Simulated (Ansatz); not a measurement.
The reference is PbSe in the rock salt structure (space group Fm-3m, No. 225; a = 6.2177 Å).

Structures relaxed with PBE/PAW in Ansatz (a first-principles code), no SOC, earlier PAW set.

Base:

Simulated powder pattern, Mo Kα, λ = 0.71073 Å (kinematic, ideal powder, no thermal factors, no anomalous dispersion; the 10 strongest lines at most, above 2 %, up to 2θ = 40°):

```tsv
2θ (°)	I/Imax (%)	hkl
11.36	35	(111)
13.13	100	(200)
18.61	83	(220)
21.85	22	(311)
22.84	32	(222)
26.43	16	(400)
28.85	10	(331)
29.62	45	(420)
32.52	34	(422)
37.73	11	(440)
```

The change: a negative pressure, −2 GPa.

### Question
How do the reflections move or split?

### Answer

Simulated powder pattern, Mo Kα, λ = 0.71073 Å (kinematic, ideal powder, no thermal factors, no anomalous dispersion; the 10 strongest lines at most, above 2 %, up to 2θ = 40°):

| 2θ (°) | d (Å) | I/Imax (%) | hkl |
|---|---|---|---|
| 11.18 | 3.647 | 35 | (111) |
| 12.92 | 3.159 | 100 | (200) |
| 18.31 | 2.233 | 83 | (220) |
| 21.51 | 1.905 | 22 | (311) |
| 22.47 | 1.824 | 32 | (222) |
| 26.01 | 1.579 | 16 | (400) |
| 29.14 | 1.413 | 45 | (420) |
| 31.99 | 1.290 | 34 | (422) |
| 37.11 | 1.117 | 11 | (440) |
| 39.45 | 1.053 | 22 | (442) |

The indices refer to the base's conventional cell; one index is shown for lines that coincide.

Load acts through the strain it causes; cell and atoms are relaxed under it. No phonon test of stability was made.
